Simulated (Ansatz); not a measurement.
# PBE against PBEsol: hypothetical P6_422 BAs, pressure 3 GPa

The reference is BAs (space group P6_422, No. 181; a = 3.459 Å, c = 7.482 Å; a hypothetical phase, not in the database extracts checked).

(Cell as relaxed with PBE.)

Levels (all Ansatz, a quantum-chemistry and plane-wave program, PAW): PBE (420 eV, spin-orbit coupling left out); PBEsol (420 eV, spin-orbit coupling left out).

Each level relaxes its own structure.

| base | PBE | PBEsol |
|---|---|---|
| volume per atom | 12.92 Å³ | 12.56 Å³ |
| lattice parameter a | 3.459 Å | 3.429 Å |
| band gap | 0.48 eV | 0.31 eV |

It is then changed as follows: cell and atoms relaxed at a pressure of 3 GPa.

| quantity | PBE | PBEsol |
|---|---|---|
| c/a ratio | 2.163 | (withheld) |
| electron mass | 0.20 mₑ along c, 0.33 mₑ across (at M) | (withheld) |
| lattice parameter a | 3.434 Å | (withheld) |
| band gap | 0.42 eV | (withheld) |

Question: Predict the PBEsol column.

Answer: 
- c/a ratio, PBEsol: 2.159
- electron mass, PBEsol: 0.19 mₑ along c, 0.31 mₑ across (at M)
- lattice parameter a, PBEsol: 3.407 Å
- band gap, PBEsol: 0.25 eV

PBE's c/a ratio lies 0.004 above PBEsol's; PBE's lattice parameter a lies 0.0278 Å above PBEsol's (0.8 %); PBE's band gap lies 0.17 eV above PBEsol's. Neither level is exact; PBEsol is the comparison here, not a measurement.

Load acts through the strain it causes; cell and atoms are relaxed under it. Masses are band curvatures over ±0.01 Å⁻¹ around the edge. No phonon test of stability was made. The base started in P3_121 and relaxed to P6_422 at this level. The zero or small gap of BAs under pressure 3 GPa can change with the level of theory.
